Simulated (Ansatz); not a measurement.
Base system: ZnSe in the zinc blende structure (space group F-43m, No. 216; a = 5.665 Å). Axes: x, y, z lie along the cube axes.

The values are results of r2SCAN, PAW, 500 eV (Ansatz, an electronic-structure program; no spin-orbit coupling), not measurements.

A first run, uniaxial strain ε_yy = −1.76 %, gives secant values C11 ≈ 92 GPa and C12 ≈ 56 GPa from its stress. A second run applies isotropic strain −1.54 %.

Problem. What does linear elasticity predict for the bulk modulus −ΔP/(ΔV/V₀) in the second run, and what does the run give?

Solution. Linear elasticity: (C11 + 2 C12)/3 = 68 GPa. The run gives 74 GPa; any difference comes from nonlinear terms at these strains and numerical noise.

Whether these cells are dynamically stable was not tested.
